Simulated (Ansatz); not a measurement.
Worked example: self-consistent single point of Nb2PC (P3m1, 8 atoms in the cell) in Ansatz (a program for electronic structure).

Level of theory: PBEsol, default PAW files made with PBE (plane waves; Ansatz).

```
Nb2PC
1.0
    3.33028     0.00000     0.00000
   -1.66514     2.88411     0.00000
    0.00000     0.00000    11.62014
Nb P C
4 2 2
Cartesian
  0.00000   1.92274   4.69840
  1.66514   0.96137   6.97173
  1.66514   0.96137  10.45847
  0.00000   1.92274   1.16166
  1.66514   0.96137   2.90503
  0.00000   1.92274   8.71510
  0.00000   0.00000   5.81007
  0.00000   0.00000   0.00000
```

Reference input (self-consistent single point, DFT, PBEsol, plane waves, default PAW files made with PBE): basis.ecutwfc = 420 eV; kpoints.mp_grid.grid = 11 11 3; hamiltonian.xc = pbesol; hamiltonian.pseudopotentials = {kind: paw} (the program's default PAW files); scf.occupations.method = gaussian; scf.occupations.width = 0.1 eV. This run's input differs from it in these lines:

Ansatz 0.2 input:
```diff
@@ -19,3 +19,3 @@
   mp_grid:
-    grid: [11, 11, 3]
+    grid: [9, 9, 3]
 hamiltonian:
```

Output (repeated stretches shortened):

```
SCF iter   1: F=—  HF=-19962.197532 eV  |F-HF|=—  |Δ(HF+E_count)|=         —  Δρ=7.37e-3  dr2=6.99e-2  ethr=1.77e-3  ⟨swp⟩=5.7  Hψ=5406  notcnv=0
all-band conjugate gradients solve this SCF's bands
preconditioner: auto → Kerker (q_TF=auto, 2.524 Å⁻¹)
SCF iter   2: F=—  HF=-19962.183276 eV  |F-HF|=—  |Δ(HF+E_count)|=   1.43e-2  Δρ=2.87e-3  dr2=7.65e-3  ethr=9.98e-5  ⟨swp⟩=2.0  Hψ=1894  notcnv=0
   [... lines left out ...]
SCF iter   5: F=—  HF=-19962.182018 eV  |F-HF|=—  |Δ(HF+E_count)|=   1.52e-5  Δρ=5.57e-5  dr2=9.97e-6  ethr=5.52e-8  ⟨swp⟩=2.3  Hψ=1877  notcnv=0
SCF iter   6: F=—  HF=-19962.182017 eV  |F-HF|=—  |Δ(HF+E_count)|=   8.54e-7  Δρ=2.09e-5  dr2=8.52e-7  ethr=1.42e-8  ⟨swp⟩=2.1  Hψ=1606  notcnv=0
SCF iter   7: F=—  HF=-19962.182017 eV  |F-HF|=—  |Δ(HF+E_count)|=   1.01e-7  Δρ=5.41e-6  dr2=1.87e-7  ethr=1.43e-10  ⟨swp⟩=8.6  Hψ=5038  notcnv=0
SCF iter   8: F=-19962.182017 eV  HF=-19962.182017 eV  |F-HF|=5.90e-9  |Δ(HF+E_count)|=   1.24e-8  Δρ=1.69e-6  dr2=7.52e-9  ethr=1.43e-10  ⟨swp⟩=4.0  Hψ=3664  notcnv=0
SCF 1 converged in 8 iterations: F = -19962.182017 eV  dr2 = 7.52e-9
Free energy (F): -19962.182017 eV
Internal energy: -19962.161693 eV  (E = F + TS)
E sigma→0 (E₀):  -19962.171855 eV
Entropy (-TS):   -0.020324 eV (-2.541 meV/atom)
Fermi energy:    16.267065 eV
--- Forces (eV/Å), atoms counted from 1 ---
  atom   1  Nb    -0.00000000     0.00000000    -0.48333258
  atom   2  Nb    -0.00000000    -0.00000000     0.00362497
  atom   3  Nb     0.00000000    -0.00000000     0.31293086
  atom   4  Nb    -0.00000000     0.00000000    -0.20940048
  atom   5  P      0.00000000    -0.00000000     0.20010988
  atom   6  P      0.00000000     0.00000000    -0.00563610
  atom   7  C     -0.00000000    -0.00000000     0.19374131
  atom   8  C      0.00000000     0.00000000    -0.01204057
--- Stress (GPa, compression-positive) ---
      -10.169680       0.000000       0.000000
        0.000000     -10.169680      -0.000000
        0.000000      -0.000000      -9.099277
  P = ⅓ Tr σ = -9.8129 GPa (-98.129 kbar)
  The stress holds the Pulay correction. Without it, at fixed plane waves, as pw.x and ABINIT print it: P = -9.9140 GPa
```

The run converged in 8 iterations. Against the reference run the free energy goes up by 2.2 meV/atom, the pressure moves little (-9.82 to -9.81 GPa) and the largest force goes from 0.441 to 0.483 eV/Å.

The starting cell comes from a database of computed structures (which also holds hypothetical and non-ambient phases and stackings), without a prior relaxation at this level. Its lattice was rescaled by up to half a per cent. One atom was moved a little off its site on purpose. Spin polarisation is off. With a pressure of about -10 GPa the cell is away from its equilibrium volume at this level. Ansatz's pressure includes its estimate of the finite-basis (Pulay) stress.
